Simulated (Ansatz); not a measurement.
Take HgSe in the zinc blende structure (space group F-43m, No. 216; a = 6.260 Å) as the base.

Levels (all Ansatz, an electronic-structure program, PAW, earlier PAW set): PBE (420 eV, no spin-orbit coupling); PBE+SOC (420 eV, with spin-orbit coupling).

The geometry is relaxed with PBE.

```
Property       Result
------------  -------
PBE pressure  0.0 GPa
```

Q: Predict the pressure from PBE+SOC.

A: The pressure goes from zero to -0.5 GPa.

Single points use the geometry relaxed with PBE. Differences between runs with and without spin-orbit coupling are approximate. Stability against distortions was not tested. The runs without spin-orbit coupling are not spin-polarised.
